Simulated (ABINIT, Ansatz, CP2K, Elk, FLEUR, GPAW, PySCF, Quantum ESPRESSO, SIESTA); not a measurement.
# One structure in several programs: KBr (Fm-3m, 2 atoms in the cell)

Self-consistent single point, at a second geometry (lattice scaled by 0.98). First geometry:

```xyz
2
Lattice="0.0000 3.3000 3.3000 3.3000 0.0000 3.3000 3.3000 3.3000 0.0000" Properties=species:S:1:pos:R:3 pbc="T T T"
K      0.0000     0.0000     0.0000
Br     3.3000     3.3000     3.3000
```

Shared settings, as Ansatz (a program for electronic structure) writes them: kpoints.mp_grid.grid = 6 6 6; scf.occupations.method = fermi_dirac; scf.occupations.width = 0.05 eV. Potentials and cutoffs stand in the table.

```csv
code,model,ΔF from the first geometry (meV/atom),pressure (GPa),gap on the mesh (eV),cutoff
CP2K,"PBE, GPW, DZVP-MOLOPT-SR-GTH basis, GTH-PBE potentials (GTH_POTENTIALS)",19.6,2.13,4.695,grid 500 Ry
PySCF,"PBE, Gaussian basis gth-dzvp-molopt-sr, GTH pseudopotentials gth-pbe, FFT density fitting with multigrid",20.0,–,4.695,grid 60 Ha
GPAW,"PBE, GPAW PAW datasets PBE (gpaw-data 1.0.1)",16.6,1.85,4.611,550 eV
Elk,"PBE, all-electron FP-LAPW, Elk's shipped species files, APW+lo basis with extra local orbitals",17.3,–,4.609,rgkmax 8
Ansatz,"PBE, default PAW files",16.8,1.88,4.605,420 eV
Quantum ESPRESSO,"PBE, PSlibrary PAW (PBE) pseudopotentials",16.8,1.83,4.605,55 Ry
SIESTA,"GGA PBE, numerical atomic orbitals DZP, PseudoDojo PBE standard norm-conserving potentials (rewritten from UPF to PSML)",25.1,2.65,4.575,grid 350 Ry
ABINIT,"PBE, PAW (JTH v2.0 PBE PAW)",17.7,1.93,4.601,21 Ha
FLEUR,"PBE, all-electron FLAPW (FLEUR), scalar-relativistic valence",16.7,–,4.605,Kmax 4.5 1/bohr
```

A dash marks a value that a program does not give, or that is left out as unsure.

Gaps are read on the mesh.

The spread over the programs that give each value: ΔF from the first geometry within 8.5 meV/atom; pressure within 0.82 GPa; gap on the mesh within 0.120 eV.

CP2K, PySCF and SIESTA use small atom-centred bases, whose incompleteness enters pressures, forces and empty levels differently from a plane-wave cutoff. Elk and FLEUR treat all electrons, but the usual bases taken here (sphere radii, linearisation, local orbitals, empty states) were not tested for convergence, so the values are no reference for the others. Ansatz's pressure is given at a fixed set of plane waves, as the other plane-wave codes print theirs.

The starting cell has typed, rounded lattice constants, without a prior relaxation at this level. For this run, on top of that: lattice scaled by 0.98.

Keys are those of Ansatz 0.2.
